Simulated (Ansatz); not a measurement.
The reference is AlRu2C (space group P6_3/mmc, No. 194; a = 2.903 Å, c = 13.367 Å; a hypothetical phase, not in the database extracts checked).

(Cell as relaxed with PBE.)

Levels (all Ansatz, a program for electronic structure, PAW): PBE (420 eV, spin-orbit coupling left out); PBEsol (420 eV, no spin-orbit coupling).

Each level relaxes its own structure.

| quantity | PBE | PBEsol |
|---|---|---|
| volume per atom | 12.20 Å³ | [?] |
| lattice parameter a | 2.903 Å | [?] |
| lattice parameter c | 13.367 Å | [?] |
| band gap | zero | [?] |

Question: Predict the PBEsol column.

Answer: 
- volume per atom, PBEsol: 11.84 Å³
- lattice parameter a, PBEsol: 2.865 Å
- lattice parameter c, PBEsol: 13.321 Å
- band gap, PBEsol: zero

PBE's volume per atom lies 0.36 Å³ above PBEsol's (3.1 %); PBE's lattice parameter a lies 0.038 Å above PBEsol's (1.3 %); PBE's lattice parameter c lies 0.046 Å above PBEsol's (0.3 %); the two agree on the band gap. Neither level is exact; PBEsol is the comparison here, not a measurement.

No phonon test of stability was made. The final runs are not spin-polarised. AlRu2C has a high density of states at the Fermi level and may be magnetic at this level.
